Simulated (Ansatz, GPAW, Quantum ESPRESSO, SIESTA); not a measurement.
# Code comparison for Y (P6_3/mmc, 2 atoms in the cell)

Self-consistent single point.

```
Y
1.0
    1.82500    -3.16099     0.00000
    1.82500     3.16099     0.00000
    0.00000     0.00000     5.73000
Y
2
Direct
  0.33333   0.66667   0.25000
  0.66667   0.33333   0.75000
```

All programs got the same cell, k-point mesh and kind of occupations (in Ansatz's words: kpoints.mp_grid.grid = 10 10 6; scf.occupations.method = fermi_dirac; scf.occupations.width = 0.0073 Ry); potentials, basis and cutoffs are each program's usual ones.

| code | model | pressure (GPa) | k-points | cutoff |
|---|---|---|---|---|
| GPAW | PBE, GPAW PAW datasets PBE (gpaw-data 1.0.1) | -0.20 | 56 | 600 eV |
| Quantum ESPRESSO | PBE, PSlibrary ultrasoft (PBE) pseudopotentials | -0.20 | 56 | 45 Ry |
| SIESTA | GGA PBE, numerical atomic orbitals DZP, PseudoDojo PBE standard norm-conserving potentials (rewritten from UPF to PSML) | -1.33 | 338 | grid 400 Ry |
| Ansatz | PBE, default PAW files | -0.15 | 56 | 30.9 Ry |

The spread over the programs that give each value: pressure within 1.18 GPa.

The starting cell has typed, rounded lattice constants, without a prior relaxation at this level.

Why do the programs differ, and what cannot be compared?

Differences of this kind can come from the potentials, where these differ, and from what each basis and cutoff leave unconverged. The zero of total energies and Fermi levels follows the potentials and each program's conventions, so they are not compared here. SIESTA uses small atom-centred bases, whose incompleteness enters pressures, forces and empty levels differently from a plane-wave cutoff. Ansatz's pressure is given at a fixed set of plane waves, as the other plane-wave codes print theirs. Ansatz's smearing width was typed in Ry to four decimals, so it matches the others to a few per cent. The programs reduce the same mesh by symmetry to different extents, which changes the work and not the result. In the pressure, SIESTA (by 1.13) lies more than 1 GPa from the median of the plane-wave programs.

Left out of this page: ABINIT (with a known weakness of the program); Elk and FLEUR (not drawn, or without a comparable value).

Ansatz is a first-principles code.

Keys are those of Ansatz 0.2.
